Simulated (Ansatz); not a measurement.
## Effect of tensor shear ε_xy = +1.14 % on CdS

Start from CdS in the zinc blende structure (space group F-43m, No. 216; a = 5.7566 Å). Axes: x, y, z lie along the cube axes.

It is then changed as follows: tensor shear ε_xy = +1.14 % (engineering shear γ = 0.0228); the atoms relax in the strained cell.

All numbers come from LDA/PAW in Ansatz (a program for electronic structure), without spin-orbit coupling. Γ-centred 10×10×10 mesh, Fermi–Dirac width 0.05 eV.

```tsv
quantity	base	changed	shift
space group	F-43m (No. 216)	Imm2 (No. 44)	–
shortest interatomic distance	4.710 bohr	4.708 bohr	-0.002 bohr
energy relative to the base (free energy F)	0 meV/atom	+1.1 meV/atom	+1.1 meV/atom
pressure (mean of the normal stresses, compression positive)	0.00 GPa	-0.01 GPa	-0.01 GPa
band gap	0.95 eV	0.90 eV	-0.05 eV
gap character	direct at Γ	direct at Γ	–
electron mass	0.10 mₑ (at Γ)	0.10 mₑ (at Γ)	–
valence-band top at Γ (three highest levels, from the VBM)	0.00, 0.00, 0.00 eV	0.00, -0.05, -0.09 eV	–
largest internal atomic displacement	–	0.015 Å	–
stress (xx, yy, zz, yz, xz, xy; compression positive)	–	(-0.01, -0.01, -0.01, 0.00, 0.00, -0.63) GPa	–
```

Final structure:

```yaml
crystal:
  lattice:
    - [0.03281, 2.87831, 2.87831]
    - [2.87831, 0.03281, 2.87831]
    - [2.91112, 2.91112, 0.00000]
  atoms:
    - { symbol: Cd, position: [0.00261, 0.00261, 0.99739] }
    - { symbol: S, position: [0.24739, 0.24739, 0.25261] }
```

Cost of the whole job for the changed cell (relaxation, final SCF and bands): about 50 core-seconds (a rough figure).

Masses are band curvatures over ±0.01 Å⁻¹ around the edge. Stability against distortions was not tested. Labels are those of the standard path for the cell's own space group.
